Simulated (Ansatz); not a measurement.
Take Cd in the hcp (Mg type) structure (space group P6_3/mmc, No. 194; a = 3.0294 Å, c = 5.7589 Å; relaxed with 0.1 eV smearing) as the base. Axes: x lies along a and z along c of the hexagonal cell.

Level of theory: PBE (Ansatz, a quantum-chemistry and plane-wave program; PAW; 420 eV plane waves; no spin-orbit coupling).

Strains are applied to the cell and any free atomic positions relax; under biaxial strain the out-of-plane vector relaxes too.

One change was made to it. Results:

| quantity | base | after |
|---|---|---|
| pressure (mean of the normal stresses, compression positive) | 0.0 GPa | 2.1 GPa |
| band gap | zero | zero |

**Question.** Which of these changes matches the shifts?
A. biaxial strain −1.00 %, plane normal [001], relaxed out of plane
B. biaxial strain −0.50 %, plane normal [001], relaxed out of plane
C. biaxial strain +2.50 %, plane normal [001], relaxed out of plane
D. biaxial strain −3.00 %, plane normal [001], relaxed out of plane

**Answer.** D, biaxial strain −3.00 %, plane normal [001], relaxed out of plane. For comparison, the pressure in the other runs: biaxial strain −0.50 %, plane normal [001], relaxed out of plane gives 0.3 GPa; biaxial strain −1.00 %, plane normal [001], relaxed out of plane gives 0.6 GPa; biaxial strain +2.50 %, plane normal [001], relaxed out of plane gives -0.6 GPa.

No phonon test of stability was made.
